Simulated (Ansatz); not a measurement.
TlBr in the zinc blende structure (space group F-43m, No. 216; a hypothetical phase, not in the database extracts checked)

```yaml
crystal:
  lattice:
    - [0.00000, 3.65537, 3.65537]
    - [3.65537, 0.00000, 3.65537]
    - [3.65537, 3.65537, 0.00000]
  atoms:
    - { symbol: Br, position: [0.75000, 0.75000, 0.75000] }
    - { symbol: Tl, position: [0.00000, 0.00000, 0.00000] }
```

Computed with Kohn–Sham DFT with the PBEsol functional, run in Ansatz (an electronic-structure program) with PAW and 420 eV plane waves, no SOC. Γ-centred 8×8×8 mesh, Fermi–Dirac width 0.05 eV.

```yaml
volume_per_atom: 48.84 Å³
density: 4.83 g/cm³
band_gap: 2.76 eV, indirect, W → X
electron_mass: 1.8 mₑ along k, 0.51 mₑ across
Lowest conduction-band minima above the VBM: X along ⟨100⟩ 2.76 eV; a point along ⟨110⟩, about 0.5 Å⁻¹ from Γ 3.71 eV; a point along ⟨111⟩, about 0.4 Å⁻¹ from Γ 3.79 eV
total_energy: -7016.736 eV/atom (σ→0; compares only within this code and set-up)
```

With Tl present, leaving out spin-orbit coupling can change the band edges. Effective masses come from finite differences of ±0.01 Å⁻¹. Along k means along the line from Γ to the band edge. Stability against distortions was not tested.
